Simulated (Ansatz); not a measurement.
This concerns the energy of the reaction as written. Reaction: cell B + 16 H2O (gas) → cell A. A negative value means that the right-hand side lies lower.

Cell A: a stack of composition Sn16H36O16 on the in-plane vectors of Sn (grey tin, Fd-3m) (111), but not a cut of that crystal, 68 atoms, hexagonal cell of 9.30 Å (74.9 Å²), symmetry P1, 14.9 Å thick under 16 Å of vacuum, so it may be strained; planes from bottom to top: H4 | Sn4 × 2 | Sn6 | Sn2 | H2 | H12O8 | H4 | H12O8 | H2, its two faces unlike (dipole correction applied); a model cell; spin state with PBE: run without spin, k-point mesh 5×5×1.
```yaml
crystal:
  lattice:
    - [9.29933, 0.00000, 0.00000]
    - [-4.64966, 8.05345, 0.00000]
    - [0.00000, 0.00000, 30.61099]
  atoms:
    - { symbol: Sn, position: [0.22571, 0.11831, 0.34377] }
    - { symbol: Sn, position: [0.40716, 0.45155, 0.31412] }
    - { symbol: Sn, position: [0.12644, 0.31588, 0.48745] }
    - { symbol: Sn, position: [0.21410, 0.10595, 0.43648] }
    - { symbol: H, position: [0.42878, 0.45550, 0.25747] }
    - { symbol: Sn, position: [0.22758, 0.60975, 0.33989] }
    - { symbol: Sn, position: [0.39712, 0.95179, 0.31727] }
    - { symbol: Sn, position: [0.09729, 0.79671, 0.48412] }
    - { symbol: Sn, position: [0.20897, 0.60569, 0.43238] }
    - { symbol: H, position: [0.44889, 0.98327, 0.26191] }
    - { symbol: Sn, position: [0.71271, 0.10847, 0.36070] }
    - { symbol: Sn, position: [0.88283, 0.43081, 0.31898] }
    - { symbol: Sn, position: [0.56964, 0.28294, 0.44696] }
    - { symbol: Sn, position: [0.77958, 0.13921, 0.45622] }
    - { symbol: H, position: [0.84796, 0.39254, 0.26296] }
    - { symbol: Sn, position: [0.73418, 0.61763, 0.34877] }
    - { symbol: Sn, position: [0.88352, 0.95474, 0.32042] }
    - { symbol: Sn, position: [0.56380, 0.78625, 0.44550] }
    - { symbol: Sn, position: [0.77067, 0.63784, 0.44270] }
    - { symbol: H, position: [0.85840, 0.96384, 0.26407] }
    - { symbol: O, position: [0.99754, 0.00136, 0.57208] }
    - { symbol: O, position: [0.17931, 0.33331, 0.60071] }
    - { symbol: O, position: [0.17182, 0.33202, 0.68844] }
    - { symbol: O, position: [0.34384, 0.18430, 0.71106] }
    - { symbol: O, position: [0.00632, 0.50681, 0.57725] }
    - { symbol: O, position: [0.18226, 0.84329, 0.60062] }
    - { symbol: O, position: [0.17815, 0.83793, 0.68815] }
    - { symbol: O, position: [0.34077, 0.67888, 0.71204] }
    - { symbol: O, position: [0.50844, 0.99556, 0.56570] }
    - { symbol: O, position: [0.67322, 0.33705, 0.59017] }
    - { symbol: O, position: [0.67350, 0.33482, 0.67985] }
    - { symbol: O, position: [0.82507, 0.14679, 0.70350] }
    - { symbol: O, position: [0.50303, 0.48643, 0.56576] }
    - { symbol: O, position: [0.66775, 0.83349, 0.58915] }
    - { symbol: O, position: [0.67015, 0.83219, 0.67904] }
    - { symbol: O, position: [0.83232, 0.67690, 0.70681] }
    - { symbol: H, position: [0.78965, 0.89532, 0.58209] }
    - { symbol: H, position: [0.06019, 0.11724, 0.58295] }
    - { symbol: H, position: [0.06170, 0.94878, 0.58153] }
    - { symbol: H, position: [0.39060, 0.43750, 0.57883] }
    - { symbol: H, position: [0.11720, 0.38949, 0.59242] }
    - { symbol: H, position: [0.17920, 0.33424, 0.63350] }
    - { symbol: H, position: [0.94619, 0.21344, 0.69873] }
    - { symbol: H, position: [0.23897, 0.27959, 0.69797] }
    - { symbol: H, position: [0.23099, 0.44791, 0.69867] }
    - { symbol: H, position: [0.45811, 0.23342, 0.69945] }
    - { symbol: H, position: [0.28814, 0.06534, 0.70366] }
    - { symbol: H, position: [0.12070, 0.72491, 0.59158] }
    - { symbol: H, position: [0.88258, 0.44460, 0.58138] }
    - { symbol: H, position: [0.18244, 0.84262, 0.65540] }
    - { symbol: H, position: [0.29456, 0.89126, 0.58762] }
    - { symbol: H, position: [0.05835, 0.78339, 0.69513] }
    - { symbol: H, position: [0.27629, 0.73492, 0.70308] }
    - { symbol: H, position: [0.55556, 0.78201, 0.69048] }
    - { symbol: H, position: [0.57194, 0.93757, 0.57439] }
    - { symbol: H, position: [0.61428, 0.21994, 0.58045] }
    - { symbol: H, position: [0.60625, 0.38952, 0.58041] }
    - { symbol: H, position: [0.67164, 0.33688, 0.64734] }
    - { symbol: H, position: [0.77827, 0.21765, 0.69514] }
    - { symbol: H, position: [0.72959, 0.45254, 0.68869] }
    - { symbol: H, position: [0.72856, 0.95353, 0.68804] }
    - { symbol: H, position: [0.56047, 0.60567, 0.57339] }
    - { symbol: H, position: [0.66522, 0.83053, 0.62172] }
    - { symbol: H, position: [0.77238, 0.73574, 0.69625] }
    - { symbol: H, position: [0.02111, 0.51515, 0.54558] }
    - { symbol: H, position: [0.35104, 0.69271, 0.74352] }
    - { symbol: H, position: [0.50505, 0.99053, 0.53386] }
    - { symbol: H, position: [0.82064, 0.67465, 0.73834] }
```

Cell B: a slab of Sn (grey tin, Fd-3m) cut along (111), 20 atoms, hexagonal cell of 9.30 Å (74.9 Å²), symmetry P3m1, 6.6 Å thick under 16 Å of vacuum, in-plane vectors held at the crystal's; planes from bottom to top: H4 | Sn4 × 4, its two faces unlike (dipole correction applied); added, foreign or displaced atoms, below the bottom plane: four times H bound to 1 Sn at 1.75 Å; spin state with PBE: run without spin, k-point mesh 5×5×1.
```yaml
crystal:
  lattice:
    - [9.29933, 0.00000, 0.00000]
    - [-4.64966, 8.05345, 0.00000]
    - [0.00000, 0.00000, 22.47227]
  atoms:
    - { symbol: Sn, position: [0.25000, 0.12500, 0.47464] }
    - { symbol: Sn, position: [0.41667, 0.45833, 0.43265] }
    - { symbol: Sn, position: [0.08333, 0.29167, 0.64635] }
    - { symbol: Sn, position: [0.25000, 0.12500, 0.60117] }
    - { symbol: H, position: [0.41667, 0.45833, 0.35486] }
    - { symbol: Sn, position: [0.25000, 0.62500, 0.47464] }
    - { symbol: Sn, position: [0.41667, 0.95833, 0.43265] }
    - { symbol: Sn, position: [0.08333, 0.79167, 0.64635] }
    - { symbol: Sn, position: [0.25000, 0.62500, 0.60117] }
    - { symbol: H, position: [0.41667, 0.95833, 0.35486] }
    - { symbol: Sn, position: [0.75000, 0.12500, 0.47464] }
    - { symbol: Sn, position: [0.91667, 0.45833, 0.43265] }
    - { symbol: Sn, position: [0.58333, 0.29167, 0.64635] }
    - { symbol: Sn, position: [0.75000, 0.12500, 0.60117] }
    - { symbol: H, position: [0.91667, 0.45833, 0.35486] }
    - { symbol: Sn, position: [0.75000, 0.62500, 0.47464] }
    - { symbol: Sn, position: [0.91667, 0.95833, 0.43265] }
    - { symbol: Sn, position: [0.58333, 0.79167, 0.64635] }
    - { symbol: Sn, position: [0.75000, 0.62500, 0.60117] }
    - { symbol: H, position: [0.91667, 0.95833, 0.35486] }
```

Reference: an isolated H2O molecule (singlet) in a box of 11 × 13 × 13 Å.

All numbers come from Ansatz (a program for electronic structure), plane waves with PAW, its default PAW set, cutoff 420 eV, 500 eV for r2SCAN. The structures are at rest with PBE+D3(BJ), within the held lattices; other levels are single points on them. Neutral cells; Fermi-Dirac smearing of at most 0.10 eV in the solids, energies taken to zero width. The lattices are those relaxed with PBE+D3(BJ) or held as stated, so at other levels the solids can be strained, which adds to the spread. Larger cells are relaxed from a start prepared with the learned potential CHGNet, on a coarser mesh till forces fall under 0.03 eV/Å, which some starts already meet. A dispersion term (D3(BJ), or D4 for r2SCAN) was computed beside these levels and is taken off wherever the name lacks it. Static lattices, no vibrational contributions. The structures are the rest points that the relaxations reached, not proven lowest. The runs are scalar-relativistic, without spin-orbit coupling. Values are for these cell sizes. Cell B has symmetry P3m1 and got no random move, so less symmetric positions, which may lie lower, weren't tried.

Question: What value does r2SCAN+D4 give?

Answer: -10.27 eV, for cell B + 16 H2O (gas) → cell A.

Question: How does the value move with the functional?

Answer: 
```
Method      value (eV)  less r2SCAN+D4
----------  ----------  --------------
PBE              -9.33            0.94
PBE+D3(BJ)      -10.92           -0.65
r2SCAN           -9.55            0.72
```

The levels span 1.59 eV, from PBE+D3(BJ) (-10.92) to PBE (-9.33).
